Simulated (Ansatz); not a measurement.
Start from InSb in the zinc blende structure (space group F-43m, No. 216; a = 6.519 Å). Axes: x, y, z lie along the cube axes.

Structures relaxed with plane-wave PAW DFT at the PBEsol level (Ansatz, a program for electronic structure, 420 eV), no spin-orbit coupling.

Base:

Simulated powder pattern, Cu Kα1, λ = 1.54056 Å (kinematic, ideal powder, no thermal factors, no anomalous dispersion; the 10 strongest lines at most, above 2 %, up to 2θ = 90°):

```
2θ (°)  I/Imax (%)    hkl
------  ----------  -----
23.62          100  (111)
39.05           80  (220)
46.15           49  (311)
56.41           13  (400)
62.00           20  (331)
70.74           27  (422)
75.76           15  (333)
83.89          8.4  (440)
88.70           15  (531)
```

After one change:

Simulated powder pattern, Cu Kα1, λ = 1.54056 Å (kinematic, ideal powder, no thermal factors, no anomalous dispersion; the 10 strongest lines at most, above 2 %, up to 2θ = 90°):

```
2θ (°)  I/Imax (%)
------  ----------
23.53           94
23.71           94
38.82           25
39.05          100
39.28           25
46.00           31
46.30           30
56.41           25
70.44           17
71.05           16
```

Question: Which of these changes matches the shifts?
(A) tensor shear ε_xy = +1.43 %
(B) tensor shear ε_xy = +1.71 %
(C) tensor shear ε_xy = +0.57 %
(D) tensor shear ε_xy = +1.14 %

Answer: C, tensor shear ε_xy = +0.57 %. Its volume per atom is 34.63 Å³ against 34.63 Å³, and its space group is Imm2 (No. 44).

The cells carry an imposed strain or load. Stability against distortions was not tested. The final runs are not spin-polarised.
